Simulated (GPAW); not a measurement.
GPAW run on Zr2Au (I4/mmm, 3 atoms in the cell): self-consistent single point.

Method of the run: LDA (Perdew-Wang 92), GPAW PAW datasets LDA (gpaw-data 1.0.1) (plane waves; GPAW).

```
CELL_PARAMETERS angstrom
     -1.65018     1.65018     5.82547
      1.65018    -1.65018     5.82547
      1.65018     1.65018    -5.82547
ATOMIC_POSITIONS crystal
  Zr 0.65970 0.65970 0.00000
  Zr 0.34030 0.34030 0.00000
  Au 0.00000 0.00000 0.00000
```

Reference input (self-consistent single point, DFT PBEsol, plane waves, GPAW PAW datasets PBEsol (made by gpaw-setup)): mode = pw; ecut = 550 eV; xc = PBEsol; kpts = 10 10 10; mesh shift (steps) = 0 0 0; occupations.name = fermi-dirac; occupations.width = 0.05 eV; nbands = -9; convergence.density = 1e-05 e/electron; convergence.energy = 1e-05 eV/electron; symmetry.symmorphic = false; symmetry.tolerance = 0.0005. This run's input differs from it in these lines:

```diff
@@ -14,3 +14,3 @@
 calc = GPAW(mode={'name': 'pw', 'ecut': 550},
-            xc='PBEsol',
+            xc='LDA',
             kpts={'size': (10, 10, 10), 'gamma': True},
```

Its files differ too (potentials: GPAW PAW datasets LDA (gpaw-data 1.0.1)).

Log, with long lists cut:

```
     iter     time        total  log10-change:
                         energy   eigst   dens
iter:   1 --:--:--   -24.689544
iter:   2 --:--:--   -23.535007   -0.61  -1.24
iter:   3 --:--:--   -22.542675   -1.00  -1.31
iter:   4 --:--:--   -22.291878   -1.06  -1.44
iter:   5 --:--:--   -22.162893   -1.25  -1.62
   [... 8 lines left out ...]
iter:  14 --:--:--   -22.083039   -4.27  -2.73
iter:  15 --:--:--   -22.080732   -3.12  -2.66
iter:  16 --:--:--   -22.080277   -4.72  -3.08
iter:  17 --:--:--   -22.080137   -5.18  -3.17
iter:  18 --:--:--   -22.079964c  -4.72  -3.27
iter:  19 --:--:--   -22.079914c  -4.87  -3.48
iter:  20 --:--:--   -22.079905c  -5.30  -3.54
iter:  21 --:--:--   -22.079881c  -5.48  -3.69
iter:  22 --:--:--   -22.079877c  -5.89  -3.98
iter:  23 --:--:--   -22.079871c  -6.47  -4.06
iter:  24 --:--:--   -22.079867c  -6.77  -4.19
iter:  25 --:--:--   -22.079865c  -6.61  -4.31
iter:  26 --:--:--   -22.079866c  -7.40  -4.74
iter:  27 --:--:--   -22.079866c  -8.01c -4.76
iter:  28 --:--:--   -22.079867c  -8.16c -4.81
iter:  29 --:--:--   -22.079867c  -7.77c -4.85
iter:  30 --:--:--   -22.079868c  -8.86c -5.06c
Converged after 30 iterations.

Dipole moment: (0.000000, -0.000000, 0.000000) |e|*Ang

Energy contributions relative to reference atoms: (reference = -711886.698327)

Kinetic:        -15.431146
Potential:       +9.714198
External:        +0.000000
XC:             -17.272570
Entropy (-ST):   -0.014352
Local:           +0.916827
SIC:             +0.000000
--------------------------
Free energy:    -22.087044
Extrapolated:   -22.079868

Showing only first 2 kpts
 Kpt  Band  Eigenvalues  Occupancy
  0    15      7.64742    2.00000
  0    16      8.83155    2.00000
  0    17     10.07412    0.00003
  0    18     11.12386    0.00000

  1    15      7.91081    2.00000
  1    16      8.55861    2.00000
  1    17     10.13116    0.00001
  1    18     10.52848    0.00000

Fermi level: 9.52508

No gap
No difference between direct/indirect transitions
Energy (eV): -22.079868

Forces in eV/Ang:
  0 Zr    0.00000    0.00000   -0.03008
  1 Zr    0.00000    0.00000    0.03008
  2 Au   -0.00000   -0.00000   -0.00000

Stress tensor:
     0.045179     0.000000    -0.000000
     0.000000     0.045179    -0.000000
    -0.000000    -0.000000     0.046055
Stress (GPa, Voigt): [ 7.2384  7.2384  7.3789 -0.     -0.      0.    ]
```

The run converged in 30 iterations. GPAW prints stress with tension positive. Against the reference run the pressure goes from -4.06 to -7.29 GPa and the largest force goes from 0.010 to 0.030 eV/Å.

The starting cell comes from a database of computed structures (which also holds hypothetical and non-ambient phases and stackings), without a prior relaxation at this level. With a pressure of about -7 GPa the cell is away from its equilibrium volume at this level.

Cost on one core of a shared machine: roughly 3 min.
